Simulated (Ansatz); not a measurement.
Input and output of a self-consistent single point for LaC2 (Imm2, 3 atoms in the cell) (Ansatz, a program for electronic structure).

Method: PBEsol, default PAW files made with PBE (plane waves; Ansatz).

```xyz
3
Lattice="-2.0051 2.4423 2.7287 2.0051 -2.4423 2.7287 2.0051 2.4423 -2.7287" Properties=species:S:1:pos:R:3 pbc="T T T"
La     0.0000     0.0000     0.0500
C      0.0000     0.6507     2.7287
C      2.0051     1.7916     0.0000
```

Reference input (self-consistent single point, DFT, PBEsol, plane waves, default PAW files made with PBE): basis.ecutwfc = 420 eV; kpoints.mp_grid.grid = 9 9 9; hamiltonian.xc = pbesol; hamiltonian.pseudopotentials = {kind: paw} (the program's default PAW files); scf.occupations.method = gaussian; scf.occupations.width = 0.1 eV. This run's input differs from it in these lines:

Ansatz 0.2 input:
```diff
@@ -11,3 +11,3 @@
 basis:
-  ecutwfc: 420.0
+  ecutwfc: 380.0
 kpoints:
```

Output, abridged:

```
SCF iter   1: F=—  HF=-6654.800523 eV  |F-HF|=—  |Δ(HF+E_count)|=         —  Δρ=6.83e-3  dr2=2.97e-2  ethr=1.77e-3  ⟨swp⟩=4.1  Hψ=7936  notcnv=0
all-band conjugate gradients solve this SCF's bands
preconditioner: auto → Kerker (q_TF=auto, 2.296 Å⁻¹)
SCF iter   2: F=—  HF=-6654.794124 eV  |F-HF|=—  |Δ(HF+E_count)|=   6.40e-3  Δρ=3.42e-3  dr2=7.78e-3  ethr=1.56e-4  ⟨swp⟩=2.0  Hψ=3722  notcnv=0  defer=1
SCF iter   3: F=—  HF=-6654.792469 eV  |F-HF|=—  |Δ(HF+E_count)|=   1.66e-3  Δρ=9.54e-4  dr2=6.77e-4  ethr=4.10e-5  ⟨swp⟩=3.0  Hψ=3216  notcnv=0  defer=1
SCF iter   4: F=—  HF=-6654.792426 eV  |F-HF|=—  |Δ(HF+E_count)|=   4.34e-5  Δρ=2.14e-4  dr2=2.46e-5  ethr=3.56e-6  ⟨swp⟩=2.0  Hψ=2860  notcnv=0  defer=1
SCF iter   5: F=—  HF=-6654.792433 eV  |F-HF|=—  |Δ(HF+E_count)|=   7.86e-6  Δρ=5.28e-5  dr2=1.53e-6  ethr=1.30e-7  ⟨swp⟩=2.5  Hψ=2741  notcnv=0  defer=10
SCF iter   6: F=-6654.792435 eV  HF=-6654.792435 eV  |F-HF|=5.57e-8  |Δ(HF+E_count)|=   1.66e-6  Δρ=1.07e-5  dr2=9.85e-8  ethr=5.26e-10  ⟨swp⟩=5.9  Hψ=9643  notcnv=0
SCF 1 converged in 6 iterations: F = -6654.792435 eV  dr2 = 9.85e-8
Free energy (F): -6654.792435 eV
Internal energy: -6654.789505 eV  (E = F + TS)
E sigma→0 (E₀):  -6654.790970 eV
Entropy (-TS):   -0.002930 eV (-0.977 meV/atom)
Fermi energy:    9.968066 eV
--- Forces (eV/Å), atoms counted from 1 ---
  atom   1  La     0.00000000     0.00000000    -0.32465895
  atom   2  C      0.00000000    -0.21381985     0.16231604
  atom   3  C      0.00000000     0.21381985     0.16231604
--- Stress (GPa, compression-positive) ---
       -3.076395       0.000000       0.000000
        0.000000      -4.567745       0.000000
        0.000000       0.000000      -4.561698
  P = ⅓ Tr σ = -4.0686 GPa (-40.686 kbar)
  The stress holds the Pulay correction. Without it, at fixed plane waves, as pw.x and ABINIT print it: P = -4.7121 GPa
```

The run converged in 6 iterations. Against the reference run the free energy goes up by 6.3 meV/atom, the pressure moves little (-4.08 to -4.07 GPa) and the largest force stays at 0.325 eV/Å.

The starting cell comes from a database of computed structures (which also holds hypothetical and non-ambient phases and stackings), without a prior relaxation at this level. Its lattice was rescaled by up to half a per cent. One atom was moved a little off its site on purpose. Ansatz's pressure includes its estimate of the finite-basis (Pulay) stress. Without the estimate this run gives -4.71 GPa. The cutoff lies below the one recommended for these files.
